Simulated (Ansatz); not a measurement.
Defect: Re-vacancy pair (Re on one host W site, one W site vacant) in bcc W, neutral cell. These are PBE, PAW (plane waves to 420 eV; Ansatz, a program for electronic structure) values and carry that method's errors.

Cell of 36 host sites held at the relaxed PBE lattice; a 2×2×3 k-point mesh shifted by half a step; Fermi-Dirac width 0.10 eV, spin-restricted; finite-size errors left in. Static, classical nuclei. Spin-orbit coupling is left out. Forms of the defect that were not tried may lie lower.

Barriers: single points on a 3×3×5 k-point mesh shifted by half a step at the bands' geometries (they differ from the bands' own by up to 0.14 eV, and are uncertain by about as much).

Relaxed starting cell (atoms counted from 1):

```yaml
crystal:
  lattice:
    - [9.55287, 0.00000, 0.00000]
    - [0.00000, 9.55287, 0.00000]
    - [0.00000, 0.00000, 6.36858]
  atoms:
    - { symbol: Re, position: [0.99923, 0.99958, 0.00271] }
    - { symbol: W, position: [0.00095, 0.00134, 0.49682] }
    - { symbol: W, position: [0.00143, 0.33073, 0.00589] }
    - { symbol: W, position: [0.00097, 0.33084, 0.49853] }
    - { symbol: W, position: [0.99948, 0.66618, 0.00111] }
    - { symbol: W, position: [0.99955, 0.66661, 0.50200] }
    - { symbol: W, position: [0.33032, 0.00180, 0.00594] }
    - { symbol: W, position: [0.33052, 0.00137, 0.49856] }
    - { symbol: W, position: [0.33081, 0.33116, 0.00492] }
    - { symbol: W, position: [0.33058, 0.33095, 0.49801] }
    - { symbol: W, position: [0.33219, 0.66664, 0.00142] }
    - { symbol: W, position: [0.33237, 0.66625, 0.50192] }
    - { symbol: W, position: [0.66583, 0.99985, 0.00113] }
    - { symbol: W, position: [0.66623, 0.99995, 0.50203] }
    - { symbol: W, position: [0.66628, 0.33258, 0.00140] }
    - { symbol: W, position: [0.66589, 0.33273, 0.50190] }
    - { symbol: W, position: [0.66609, 0.66647, 0.00168] }
    - { symbol: W, position: [0.66558, 0.66595, 0.50101] }
    - { symbol: W, position: [0.16534, 0.16574, 0.75400] }
    - { symbol: W, position: [0.16613, 0.49787, 0.25188] }
    - { symbol: W, position: [0.16609, 0.49797, 0.75190] }
    - { symbol: W, position: [0.16512, 0.83625, 0.25076] }
    - { symbol: W, position: [0.16592, 0.83534, 0.75178] }
    - { symbol: W, position: [0.49742, 0.16655, 0.25191] }
    - { symbol: W, position: [0.49754, 0.16650, 0.75193] }
    - { symbol: W, position: [0.49915, 0.49958, 0.25222] }
    - { symbol: W, position: [0.49800, 0.49842, 0.75208] }
    - { symbol: W, position: [0.49898, 0.83356, 0.25177] }
    - { symbol: W, position: [0.49808, 0.83474, 0.75210] }
    - { symbol: W, position: [0.83583, 0.16553, 0.25076] }
    - { symbol: W, position: [0.83495, 0.16634, 0.75171] }
    - { symbol: W, position: [0.83310, 0.49941, 0.25178] }
    - { symbol: W, position: [0.83432, 0.49853, 0.75210] }
    - { symbol: W, position: [0.83327, 0.83368, 0.25222] }
    - { symbol: W, position: [0.83521, 0.83563, 0.75256] }
```

End state 1 differs by these moves (Å; atoms that move under 0.08 Å are left out):

```csv
atom,element,Δx,Δy,Δz
1,Re,1.60,1.60,1.58
```

### Question
What is the computed forward and backward barriers to end state 1 (PBE, PAW)?

### Answer
forward 1.75 eV, backward 1.75 eV; at the saddle point atom 1 has neighbours 2 W at 2.67, W at 2.68, 2 W at 2.71, W at 2.72, W at 3.23, 2 W at 3.24 Å. The saddle point's order was not checked, and it lies on a symmetry element of the cell, where a band can be held.
